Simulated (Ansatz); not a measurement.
Take Sn (space group I4_1/amd, No. 141) as the base.

```yaml
crystal:
  lattice:
    - [-2.91645, 2.91645, 1.57904]
    - [2.91645, -2.91645, 1.57904]
    - [2.91645, 2.91645, -1.57904]
  atoms:
    - { symbol: Sn, position: [0.75000, 0.25000, 0.50000] }
    - { symbol: Sn, position: [0.00000, 0.00000, 0.00000] }
```

Method: DFT with PBEsol, PAW potentials and a 420 eV plane-wave cutoff in Ansatz (a first-principles code), without spin-orbit coupling.

One change was made to it. Results:

```
quantity                             base       after
-----------------------------  ----------  ----------
density                        7.34 g/cm³  8.48 g/cm³
shortest interatomic distance     3.021 Å     2.355 Å
c/a ratio                           0.541       0.527
```

Which change produced these results?
(A) Sn → Ir
(B) Sn → Fe
(C) Sn → Cu

C, Sn → Cu. For comparison, the density in the other runs: Sn → Fe gives 7.81 g/cm³; Sn → Ir gives 20.36 g/cm³.

The magnetic state is the one reached from the starting moments; the real material's order can differ, and small cells can't hold many antiferromagnetic ones. Stability against distortions was not tested. As relaxed here, Cu, Fe and Ir are hypothetical phases, not in the database extracts checked. Spin-polarised in the final run: Fe; the other runs are not.
